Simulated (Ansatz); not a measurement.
The parent structure is LaGaO3 (space group R-3c, No. 167; a = 5.523 Å, c = 13.273 Å (hexagonal axes)).

All numbers come from PBEsol in Ansatz (plane waves to 420 eV, PAW, no SOC).

One change was made to it. Results:

The lattice parameter a goes up by 1.751 Å, from 5.523 Å to 7.274 Å; the band gap becomes zero (base: 3.70 eV); the c/a ratio decreases by 0.2632, from 2.404 to 2.140.

Question: Which change produced these results?
A) Ga → Ge
B) O → N
C) O → Se

Answer: C, O → Se. For comparison, the lattice parameter a in the other runs: Ga → Ge gives 5.712 Å; O → N gives 5.769 Å.

No phonon test of stability was made. As relaxed here, LaGaSe3, LaGeO3 and LaGaN3 are hypothetical phases, not in the database extracts checked. All final runs are without spin polarisation. Gaps under 0.05 eV, about the width of the smearing, are given as zero. The zero or small gap of LaGaSe3 and LaGeO3 can change with the level of theory.

Ansatz is an electronic-structure program.
